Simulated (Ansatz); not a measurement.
# What isotropic strain +3.58 % does to AlRu

Base system: AlRu in the CsCl type structure (space group Pm-3m, No. 221; a = 2.983 Å; relaxed with 0.1 eV smearing).

The change: the cell is scaled by 1.0358 in all directions; the atoms relax in the strained cell.

Calculations: r2SCAN in Ansatz (plane waves to 500 eV, PAW, no SOC), earlier PAW set. k-mesh 19×19×19 (Γ-centred); smearing 0.1 eV (Fermi–Dirac).

The volume per atom goes up by 1.48 Å³ (13.27 Å³ → 14.75 Å³) and the shortest interatomic distance rises by 0.092 Å, from 2.584 Å to 2.676 Å. The energy rises by 94 meV/atom and the pressure goes from zero to -18.5 GPa. The band gap remains zero.

Stability against distortions was not tested. All final runs are without spin polarisation.

Ansatz is a quantum-chemistry and plane-wave program.
